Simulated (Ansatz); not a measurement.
**A computed series for BN: response to strain**

The parent structure is BN in the zinc blende structure (space group F-43m, No. 216; a = 3.6097 Å).

Strains are applied to the cell and any free atomic positions relax.

The values are results of plane-wave PAW DFT at the r2SCAN level (Ansatz, a program for electronic structure, 500 eV), without spin-orbit coupling, not measurements.

Notes on the quantities. energy relative to the base: free energy F.

| isotropic strain (%) | energy relative to the base (meV/atom) |
|---|---|
| -5.31 | 210.5 |
| -2.65 | 48.8 |
| -1.87 | 23.8 |
| -1.26 | ? |
| 0 | 0.0 |

Problem. Fit ΔE = Aε² + Bε³ (ε in %) to the rows shown and predict the withheld row.

Solution. Least squares on the printed values gives A = 6.44 and B = -0.19 meV/atom (largest residual 0.0 meV/atom); this predicts 10.6 meV/atom, and the run gives 10.6 meV/atom, in agreement.

No phonon test of stability was made.
